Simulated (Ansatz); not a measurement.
Consider the following.

```yaml
crystal:
  lattice:
    - [0.00000, 2.20036, 2.20036]
    - [2.20036, 0.00000, 2.20036]
    - [2.20036, 2.20036, 0.00000]
  atoms:
    - { symbol: B, position: [0.00000, 0.00000, 0.00000] }
    - { symbol: P, position: [0.25000, 0.25000, 0.25000] }
```

No spin polarisation.

Level of theory: LDA (Ansatz, a first-principles code; PAW; 420 eV plane waves; no SOC). Settings: 13×13×13 k-points, 0.05 eV Fermi–Dirac smearing.

### Question
Predict the band gap.

### Answer
1.07 eV.

### Question
Estimate the electron mass.

### Answer
1.4 mₑ along k, 0.22 mₑ across (off the special points).

### Question
Estimate the smallest direct gap.

### Answer
3.54 eV.

### Question
What width of the top valence band does the calculation give?

### Answer
6.03 eV.

The cells carry an imposed strain or load. Masses are band curvatures over ±0.01 Å⁻¹ around the edge. Along k means along the line from Γ to the band edge. Stability against distortions was not tested. The cell was made from BP in the zinc blende structure (space group F-43m, No. 216) by this change: isotropic strain −2.00 %.
